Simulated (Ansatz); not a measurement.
## BeTe: response to strain

The reference is BeTe in the zinc blende structure (space group F-43m, No. 216; a = 5.5542 Å). Axes: x, y, z lie along the cube axes.

Strains are applied to the cell and any free atomic positions relax.

Level of theory: LDA, PAW, 420 eV (Ansatz, a program for electronic structure; no spin-orbit coupling).

Candidates:
(a) tensor shear ε_xy = +0.57 %
(b) tensor shear ε_xy = +1.14 %
(c) tensor shear ε_xy = +0.86 %

For the base:

Band gap: 1.79 eV

Question: Order them by band gap, highest first.

Answer: (a) tensor shear ε_xy = +0.57 % (1.73 eV), (c) tensor shear ε_xy = +0.86 % (1.70 eV), (b) tensor shear ε_xy = +1.14 % (1.66 eV)

Spin-orbit coupling, missing from the scalar runs, can matter with Te. Stability against distortions was not tested.
